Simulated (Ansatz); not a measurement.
Consider SiC in the wurtzite structure (space group P6_3mc, No. 186; a = 3.056 Å, c = 5.016 Å). Axes: x lies along a and z along c of the hexagonal cell.

Structures relaxed with Ansatz (a quantum-chemistry and plane-wave program) LDA, no spin-orbit coupling.

Base:

Simulated powder pattern, Cu Kα, λ = 1.54184 Å (kinematic, ideal powder, no thermal factors, no anomalous dispersion; the 8 strongest lines at most, above 2 %, up to 2θ = 90°):

```json
[
 {"2θ (°)": "33.87", "I/Imax (%)": "74", "hkl": "(100)"},
 {"2θ (°)": "35.80", "I/Imax (%)": "51", "hkl": "(002)"},
 {"2θ (°)": "38.45", "I/Imax (%)": "100", "hkl": "(101)"},
 {"2θ (°)": "50.11", "I/Imax (%)": "27", "hkl": "(102)"},
 {"2θ (°)": "60.59", "I/Imax (%)": "45", "hkl": "(110)"},
 {"2θ (°)": "66.10", "I/Imax (%)": "46", "hkl": "(103)"},
 {"2θ (°)": "72.42", "I/Imax (%)": "35", "hkl": "(112)"},
 {"2θ (°)": "74.09", "I/Imax (%)": "16", "hkl": "(201)"}
]
```

After one change:

Simulated powder pattern, Cu Kα, λ = 1.54184 Å (kinematic, ideal powder, no thermal factors, no anomalous dispersion; the 8 strongest lines at most, above 2 %, up to 2θ = 90°):

```
2θ (°)  I/Imax (%)
------  ----------
33.56           74
33.87           37
35.80           75
38.18          100
38.45           49
60.39           45
65.91           46
72.24           35
```

Task: Name the change that was made.
A) uniaxial strain ε_xx = +1.20 %
B) uniaxial strain ε_xx = +2.40 %
C) uniaxial strain ε_xx = +3.00 %
D) uniaxial strain ε_xx = +1.80 %

Result: A, uniaxial strain ε_xx = +1.20 %. Its volume per atom is 10.27 Å³ against 10.14 Å³, and its space group is Cmc2_1 (No. 36).

No phonon test of stability was made.
